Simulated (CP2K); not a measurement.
A working CP2K input for a (100) slab of Ba3Y (cut from a parent of space group no. 194; 8 atoms in the cell) (DFT PBE, GPW, DZVP-MOLOPT-SR-GTH basis, GTH-PBE potentials (GTH_POTENTIALS)):

```
&GLOBAL
  PROJECT calc
  RUN_TYPE ENERGY_FORCE
  PRINT_LEVEL MEDIUM
&END GLOBAL
&FORCE_EVAL
  METHOD Quickstep
  STRESS_TENSOR ANALYTICAL
  &DFT
    BASIS_SET_FILE_NAME BASIS_MOLOPT
    POTENTIAL_FILE_NAME GTH_POTENTIALS
    &QS
      METHOD GPW
      EPS_DEFAULT 1E-11
    &END QS
    &MGRID
      CUTOFF 500
      REL_CUTOFF 50
      NGRIDS 5
    &END MGRID
    &SCF
      SCF_GUESS ATOMIC
      EPS_SCF 1E-6
      MAX_SCF 100
      ADDED_MOS 14
      &DIAGONALIZATION
        ALGORITHM STANDARD
      &END DIAGONALIZATION
      &MIXING
        METHOD BROYDEN_MIXING
        ALPHA 0.3
        NBUFFER 8
        BETA 1.5
      &END MIXING
      &SMEAR ON
        METHOD MARZARI_VANDERBILT
        SIGMA [eV] 0.136
      &END SMEAR
    &END SCF
    &KPOINTS
      SCHEME MONKHORST-PACK 4 3 1
      GAMMA_CENTERED T
    &END KPOINTS
    &XC
      &XC_FUNCTIONAL PBE
      &END XC_FUNCTIONAL
    &END XC
    &PRINT
      &MO
        EIGENVALUES T
        OCCUPATION_NUMBERS T
        NDIGITS 8
        FILENAME mo
        &EACH
          QS_SCF 0
        &END EACH
        ADD_LAST NUMERIC
      &END MO
      &MULLIKEN ON
      &END MULLIKEN
    &END PRINT
  &END DFT
  &SUBSYS
    &CELL
      A 6.73617000 0.00000000 0.00000000
      B 0.00000000 8.44422000 0.00000000
      C 0.00000000 0.00000000 21.03480000
      PERIODIC XYZ
    &END CELL
    &COORD
      SCALED
      Ba       0.75000000     0.75000000     0.61967800
      Ba       0.25000000     0.75000000     0.38032200
      Ba       0.25000000     0.00818100     0.55983900
      Ba       0.75000000     0.49181900     0.44016100
      Ba       0.75000000     0.00818100     0.44016100
      Ba       0.25000000     0.49181900     0.55983900
      Y        0.25000000     0.25000000     0.38411600
      Y        0.75000000     0.25000000     0.61588900
    &END COORD
    &KIND Ba
      BASIS_SET DZVP-MOLOPT-SR-GTH-q10
      POTENTIAL GTH-PBE-q10
    &END KIND
    &KIND Y
      BASIS_SET DZVP-MOLOPT-SR-GTH-q11
      POTENTIAL GTH-PBE-q11
    &END KIND
  &END SUBSYS
  &PRINT
    &FORCES ON
    &END FORCES
    &STRESS_TENSOR ON
    &END STRESS_TENSOR
  &END PRINT
&END FORCE_EVAL
```

The run converged in 31 iterations: free energy E − TS -6237.6009 eV; Fermi level (on the code's own zero) 0.59 eV; pressure averaged over the cell with its vacuum 0.07 GPa; largest force (vector length) 0.585 eV/Å. Each of these slips is then made, one at a time:

(1)
```diff
-      EPS_SCF 1E-6
+      EPS_SCF 0.1
```

(2)
```diff
-        SIGMA [eV] 0.136
+        SIGMA [eV] 2
```

### Question
What happens in each case?

### Answer

(1) A convergence threshold that is too loose. The run converged in 2 iterations without an error; against the sound input the free energy goes up by 810 meV/atom and the largest force goes from 0.585 to 1.312 eV/Å.

(2) A smearing width that is far too large. The run ended unconverged after 100 iterations, with the message: SCF run NOT converged. To continue the calculation regardless, please set the keyword IGNORE_CONVERGENCE_FAILURE. qs_scf.F:702.

The starting cell comes from a database of computed structures (which also holds hypothetical and non-ambient phases and stackings), without a prior relaxation at this level. The slab is cut from that crystal, and its faces are unrelaxed. Values carry the incompleteness of an atom-centred basis.

Left out of this page: 3 runs of the series outside the window shown, repeating another row's setting, or not comparable; 1 run of the series stopped by limits of time or memory.
